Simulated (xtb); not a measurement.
xtb 6.7.1, GFN1-xTB: Sn(F)(NH2)3 ([NH2][Sn]([NH2])([NH2])[F]), 11 atoms. The geometry is a generated start, not checked to be a minimum at this level.

```yaml
run_flags: --grad
method: GFN1-xTB
"--acc": 1 (default)
"--etemp (K)": 300 (default)
basis_functions: 38
valence_electrons: 32
```

```xyz
11

N     -1.3925    -1.4145     0.1837
Sn     0.0006     0.0377     0.2074
N      1.8304    -0.4924    -0.4743
N     -0.6968     1.7000    -0.6930
F      0.2558     0.3952     2.1395
H     -1.2202    -2.0984     0.9147
H     -1.3722    -1.9190    -0.6990
H      2.2706     0.2732    -0.9749
H      2.4504    -0.7228     0.2958
H     -1.7104     1.7011    -0.7002
H     -0.4157     2.5400    -0.1997
```

One run each on 1 thread. Values of broydamp tried: 0.02, 0.05, 0.1, 0.2, 0.4 (default), 0.6, 0.8, 1.

Problem. Which value of broydamp needs the fewest SCC iterations, and what happens away from it?

Solution. Fewest SCC iterations, within one of each other: 0.2 with 11, 0.4 (default) with 10, 0.6 with 11, 0.8 with 11. The count rises to 17 at 0.02. All converge to one solution.

```
broydamp       SCC iterations            end
-------------  --------------  -------------
0.02                       17  same solution
0.05                       15  same solution
0.1                        14  same solution
0.2                        11  same solution
0.4 (default)              10  same solution
0.6                        11  same solution
0.8                        11  same solution
1                          12  same solution
```
